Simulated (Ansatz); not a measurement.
The starting structures come from a database of crystals and need not be the phases stable at ambient conditions.

The decay constant κ of evanescent states in the gap governs leakage through a thin film.

```xyz
20
Lattice="6.3026 0.0000 0.0000 2.9834 10.2825 0.0000 -1.6596 5.1412 5.0375" Properties=species:S:1:pos:R:3 pbc="T T T"
La     1.4077    10.2825     3.1869
La     6.2187     5.1412     1.8506
La     3.0674     5.1412     4.1017
La     4.5590    10.2825     0.9358
Mo     3.8821    12.4368     4.1331
Mo     3.7443     2.9870     0.9043
Mo     5.2360     8.1282     4.1331
Mo     2.3904     7.2955     0.9043
N      3.4556    11.6594     2.6078
N      4.1708     3.7643     2.4297
N      5.6625     8.9055     2.6078
N      1.9639     6.5182     2.4297
N      5.2366     6.3202     3.9105
N      2.3898     9.1035     1.1270
N      3.8815    14.2447     3.9105
N      3.7449     1.1790     1.1270
N      4.1218     6.6883     0.2184
N      3.5046     8.7354     4.8191
N      2.0129     3.5941     0.2184
N      5.6135    11.8296     4.8191
```

Space group of this cell: C2/c. The cell is taken as given; by PBEsol its mean pressure is -2.3 GPa.

Transport runs along the normal of the first two printed cell vectors.

No gap correction and no spin-orbit coupling; mid-gap values are interpolated between computed energies.

Question: Give the band gap and the smallest decay constant κ at mid-gap that PBEsol run with Ansatz (a first-principles code) yields.

Answer: Gap 2.13 eV on a 6×6×6 mesh; κ = 0.319 1/Å, at (0.167, 0.250) of the in-plane reciprocal vectors. At the zone centre, at the nearest computed energy, the slowest state has κ = 0.33 1/Å.
